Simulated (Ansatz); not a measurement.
Pair distribution function (Ca-F) of CaF2 (fluorite type), cell Ca32F64, with the crystal as the starting point [in the run: the framework stayed ordered while some atoms moved; mean temperature 1271 K (target 1270 K); density 2.68 g/cm³, volume +19 % from the start crystal's; Γ point only, which a denser mesh shifts by 0.0 GPa in pressure and 0.00 eV/Å in forces], from MD at 1271 K. Calculation: PBE (plane waves, PAW; Ansatz, a quantum-chemistry and plane-wave program). Volume per atom 16.15 Å³, mean pressure -0.2 GPa. 

```
r (Å) | g(r)
     1.46 |  0.00
     1.50 |  0.00
     1.54 |  0.00
     1.58 |  0.00
     1.62 |  0.00
     1.66 |  0.00
     1.70 |  0.00
     1.74 |  0.00
     1.78 |  0.00
     1.82 |  0.01
     1.86 |  0.01
     1.90 |  0.07
     1.94 | # 0.11
     1.98 | ### 0.38
     2.02 | ##### 0.82
     2.06 | ########## 1.45
     2.10 | ############## 2.06
     2.14 | ################### 2.90
     2.18 | ######################## 3.66
     2.22 | ########################## 3.90
     2.26 | ############################ 4.23
     2.30 | ############################## 4.49
     2.34 | ########################### 4.03
     2.38 | ######################### 3.80
     2.42 | ######################## 3.59
     2.46 | ##################### 3.10
     2.50 | ################## 2.67
     2.54 | ################# 2.49
     2.58 | ############# 2.02
     2.62 | ############ 1.76
     2.66 | ########## 1.53
     2.70 | ######### 1.34
     2.74 | ######## 1.17
     2.78 | ####### 1.09
     2.82 | ####### 0.99
     2.86 | ###### 0.83
     2.90 | ##### 0.73
     2.94 | ##### 0.70
     2.98 | #### 0.58
     3.02 | #### 0.53
     3.06 | ### 0.48
     3.10 | ### 0.45
     3.14 | ### 0.41
     3.18 | ### 0.38
     3.22 | ## 0.33
     3.26 | ## 0.33
     3.30 | ## 0.33
     3.34 | ## 0.29
     3.38 | ## 0.27
     3.42 | ## 0.23
     3.46 | ## 0.25
     3.50 | ## 0.26
     3.54 | ## 0.24
     3.58 | ## 0.25
     3.62 | ## 0.24
     3.66 | # 0.22
     3.70 | ## 0.24
     3.74 | ## 0.27
     3.78 | ## 0.28
     3.82 | ## 0.31
     3.86 | ## 0.33
     3.90 | ## 0.35
     3.94 | ## 0.37
     3.98 | ### 0.45
     4.02 | ### 0.46
     4.06 | #### 0.55
     4.10 | #### 0.56
     4.14 | #### 0.62
     4.18 | ##### 0.71
     4.22 | ##### 0.81
     4.26 | ###### 0.88
     4.30 | ###### 0.94
     4.34 | ####### 1.09
     4.38 | ######## 1.14
     4.42 | ######## 1.25
     4.46 | ######### 1.33
     4.50 | ######### 1.40
     4.54 | ########## 1.55
     4.58 | ########### 1.58
     4.62 | ########### 1.69
     4.66 | ############ 1.74
     4.70 | ############ 1.84
     4.74 | ############# 1.89
     4.78 | ############# 1.88
     4.82 | ############ 1.81
     4.86 | ############ 1.84
     4.90 | ############ 1.75
     4.94 | ############ 1.73
     4.98 | ########### 1.68
     5.02 | ########### 1.63
```

Q: From these data, give where the first shell ends and the number of neighbours in it.

A: first minimum near 3.5 Å (g down to about 0.22); 7.8 F round each Ca and 3.9 Ca round each F in the shell, from n = 4πρ∫r²g(r)dr.
